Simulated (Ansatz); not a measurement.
Results of LDA (PAW; Ansatz, an electronic-structure program) for fluorite CoSi2.

Run with plane-wave cutoff 500 eV, 12×12×12 k mesh, Fermi–Dirac smearing 0.05 eV, no spin polarisation, scalar-relativistic PAW data made under PBE.

Computed at the level's own relaxed cell.

**Question.** Estimate the equilibrium volume per atom and equilibrium lattice constant a that the calculation returns.

**Answer.** 
- equilibrium volume per atom: 12.22 Å³/atom
- equilibrium lattice constant a: 5.274 Å

Measured, for comparison: equilibrium volume per atom 12.87 Å³/atom, lattice constant a 5.365 Å (room temperature, no zero-point or thermal correction; as tabulated in Hegde and Bowen (2014), arXiv:1405.1317). Computed (rounded) less measured: equilibrium volume per atom -5.1 %, lattice constant a -1.7 %. A static lattice is as a rule a little smaller and stiffer than an uncorrected measurement, which narrows the difference in the lattice constant a and would widen misses of the other sign.

Computed values are for the static lattice.
